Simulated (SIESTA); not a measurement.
A self-consistent single point of SrMn2Ge2 (I4mm, 5 atoms in the cell) with SIESTA.

Computed with GGA PBEsol, numerical atomic orbitals DZP, PseudoDojo PBEsol standard norm-conserving potentials (rewritten from UPF to PSML) (SIESTA).

```
CELL_PARAMETERS angstrom
     -2.03069     2.03069     5.73569
      2.03069    -2.03069     5.73569
      2.03069     2.03069    -5.73569
ATOMIC_POSITIONS crystal
  Sr 0.00436 0.00436 0.00000
  Mn 0.75000 0.25000 0.50000
  Mn 0.25000 0.75000 0.50000
  Ge 0.63376 0.63376 0.00000
  Ge 0.36624 0.36624 0.00000
```
Moments meant for the start (each program seeds them in its own way; μB, in the order of the atoms Sr Mn Mn Ge Ge): 0.0 4.0 4.0 0.0 0.0.

Reference input (self-consistent single point, DFT, GGA PBEsol, numerical atomic orbitals DZP, PseudoDojo PBEsol standard norm-conserving potentials (rewritten from UPF to PSML)): XC.functional = GGA; XC.authors = PBEsol; potentials = PseudoDojo PBEsol standard; PAO.BasisSize = DZP; PAO.EnergyShift = 0.01 Ry; MeshCutoff = 400 Ry; kgrid.MonkhorstPack = 5 5 5; OccupationFunction = FD; ElectronicTemperature = 0.1 eV; Spin = polarized; DM.InitSpin = [1 +0.00, 2 +4.00, 3 +4.00, 4 +0.00, 5 +0.00]; MaxSCFIterations = 150. This run's input differs from it in these lines:

```diff
@@ -37,3 +37,3 @@
 OccupationFunction           FD
-ElectronicTemperature        0.1 eV
+ElectronicTemperature        0.05 eV
 Spin                         polarized
```

Log, with long lists cut:

```
        iscf     Eharris(eV)        E_KS(eV)     FreeEng(eV)     dDmax    Ef(eV) dHmax(eV)
   scf:    1   -11606.082604   -11674.716747   -11674.739322  0.897102 -2.482980 25.920825
     spin moment: {S} , |S| = {        0.0        0.0    5.52098 }     5.52098
   scf:    2   -11710.512994   -11698.085848   -11698.114298  0.219239 -3.642288  8.632458
     spin moment: {S} , |S| = {        0.0        0.0    5.86267 }     5.86267
   scf:    3   -11701.559315   -11700.692554   -11700.721963  0.087742 -4.172445  2.545163
     spin moment: {S} , |S| = {        0.0        0.0    5.80305 }     5.80305
   [... lines left out ...]
     spin moment: {S} , |S| = {        0.0        0.0    4.58403 }     4.58403
   scf:   23   -11701.331478   -11701.331483   -11701.351423  0.000025 -4.260717  0.000208
     spin moment: {S} , |S| = {        0.0        0.0    4.58384 }     4.58384
   scf:   24   -11701.331476   -11701.331479   -11701.351423  0.000022 -4.260744  0.000149
     spin moment: {S} , |S| = {        0.0        0.0    4.58370 }     4.58370
   scf:   25   -11701.331481   -11701.331480   -11701.351423  0.000004 -4.260737  0.000059
     spin moment: {S} , |S| = {        0.0        0.0    4.58372 }     4.58372
SCF Convergence by DM+H criterion
max |DM_out - DM_in|         :     0.0000035584
max |H_out - H_in|      (eV) :     0.0000588089
SCF cycle converged after 25 iterations

Using DM_out to compute the final energy and forces

siesta: E_KS(eV) =           -11701.3315

siesta: E_KS - E_eggbox =    -11701.3315

siesta: Atomic forces (eV/Ang):
     1    0.000006    0.000006   -0.329223
     2   -0.000126    0.000115    0.098356
     3    0.000115   -0.000126    0.098355
     4    0.000279    0.000279    0.459458
     5   -0.000225   -0.000225   -0.327170
   Tot    0.000049    0.000049   -0.000224
   Max    0.459458
   Res    0.172410    sqrt( Sum f_i^2 / 3N )
   Max    0.459458    constrained

Stress tensor Voigt[x,y,z,yz,xz,xy] (kbar):       -8.93       -8.93       -3.56        0.41        0.41        0.00
   [... lines left out ...]
siesta: FreeEng =    -11701.351423
siesta: Cell volume =         94.608763 Ang**3
siesta:           7.13592343         -7.05907385  kBar
   [... lines left out ...]

              0.060   0.038

mulliken: Qtot =       31.708

Mulliken Atomic Populations:
Atom #   charge [q] valence [e]      Sz [e]  Species
     1     1.186848    8.813152   -0.126405  Sr
     2     0.764053   14.235947    2.607712  Mn
     3     0.764051   14.235949    2.607712  Mn
     4    -1.374797   15.374797   -0.248920  Ge
     5    -1.340154   15.340154   -0.256377  Ge
 Total    -0.000000                4.583722
```

The run converged in 25 iterations. Against the reference run the free energy rises by 6.6 meV/atom, the pressure hardly changes (0.69 to 0.71 GPa), the largest force hardly changes (0.463 to 0.459 eV/Å) and the size of the net moment hardly changes (0.91 to 0.92 μB/atom).

The starting cell comes from a database of computed structures (which also holds hypothetical and non-ambient phases and stackings), without a prior relaxation at this level. Its lattice was rescaled by up to half a per cent. One atom was moved a little off its site on purpose. The magnetic order is the one reached from the typed start; others were not searched systematically. Values carry the incompleteness of an atom-centred basis.

Cost on one core of a shared machine: roughly 4 min.
